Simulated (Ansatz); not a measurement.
Take Cs in the bcc (W type) structure (space group Im-3m, No. 229; a = 6.0072 Å; relaxed with 0.1 eV smearing) as the base. Axes: x, y, z lie along the cube axes.

Computed with Kohn–Sham DFT with the PBEsol functional, run in Ansatz (a first-principles code) with PAW and 420 eV plane waves, spin-orbit coupling left out.

Base values:

| Property | Value |
|---|---|
| Pressure | 0.0 GPa |

One thing is altered: biaxial strain −1.25 %, plane normal [111], relaxed out of plane (Cartesian); in-plane vectors clamped, the third vector and the atoms free.

Question: Estimate the effect on the pressure, out-of-plane strain and energy relative to the base.

Answer: The pressure (mean of the normal stresses, compression positive) is still 0.0 GPa; the out-of-plane strain is +0.63 %; the energy increases by 0.5 meV/atom.

Stability against distortions was not tested. The final runs are not spin-polarised.
